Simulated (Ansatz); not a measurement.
Consider CsPbBr₃ in the cubic perovskite structure (space group Pm-3m, No. 221).

```yaml
crystal:
  lattice:
    - [5.77022, 0.00000, 0.00000]
    - [0.00000, 5.77022, 0.00000]
    - [0.00000, 0.00000, 5.77022]
  atoms:
    - { symbol: Cs, position: [0.00000, 0.00000, 0.00000] }
    - { symbol: Pb, position: [0.50000, 0.50000, 0.50000] }
    - { symbol: Br, position: [0.50000, 0.00000, 0.50000] }
    - { symbol: Br, position: [0.00000, 0.50000, 0.50000] }
    - { symbol: Br, position: [0.50000, 0.50000, 0.00000] }
```

Calculations: LDA (Ansatz, an electronic-structure program), scalar-relativistic without spin-orbit coupling.

Strains are applied to the cell and any free atomic positions relax.

One change was made to it. Results:

The electron mass (degenerate bands, along [100]) changes from 0.066, 0.67, 0.67 mₑ (at R) to 0.082, 0.76, 0.76 mₑ (at R); the energy rises by 22 meV/atom; the band gap goes up by 0.36 eV (1.17 eV → 1.53 eV); the pressure goes from zero to -1.82 GPa.

Question: Name the change that was made.
A. isotropic strain +1.20 %
B. isotropic strain +3.00 %
C. isotropic strain +1.80 %
D. isotropic strain +2.40 %

Answer: B, isotropic strain +3.00 %. For comparison, the band gap in the other runs: isotropic strain +2.40 % gives 1.46 eV; isotropic strain +1.80 % gives 1.40 eV; isotropic strain +1.20 % gives 1.32 eV.

With Pb present, leaving out spin-orbit coupling can change the band edges. Effective masses come from finite differences of ±0.01 Å⁻¹. Stability against distortions was not tested. Many cubic perovskites are stable only at high temperature; tilts and polar distortions were not tested. This is not the structure that CsPbBr3 has at room temperature and ambient pressure.
